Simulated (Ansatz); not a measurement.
Start from TiAl3 (space group I4/mmm, No. 139; relaxed with 0.1 eV smearing).

```yaml
crystal:
  lattice:
    - [-1.91312, 1.91312, 4.27709]
    - [1.91312, -1.91312, 4.27709]
    - [1.91312, 1.91312, -4.27709]
  atoms:
    - { symbol: Al, position: [0.50000, 0.50000, 0.00000] }
    - { symbol: Al, position: [0.75000, 0.25000, 0.50000] }
    - { symbol: Al, position: [0.25000, 0.75000, 0.50000] }
    - { symbol: Ti, position: [0.00000, 0.00000, 0.00000] }
```

Method: r2SCAN (Ansatz, a quantum-chemistry and plane-wave program), no spin-orbit coupling.

For the base:

- Pressure = 0.0 GPa

One thing is altered: an isotropic linear strain of +0.98 %; the atoms relax in the strained cell.

How does this affect the energy relative to the base and pressure?

The energy rises by 4.7 meV/atom; the pressure (mean of the normal stresses, compression positive) goes from zero to -3.2 GPa.

Stability against distortions was not tested. All final runs are without spin polarisation.
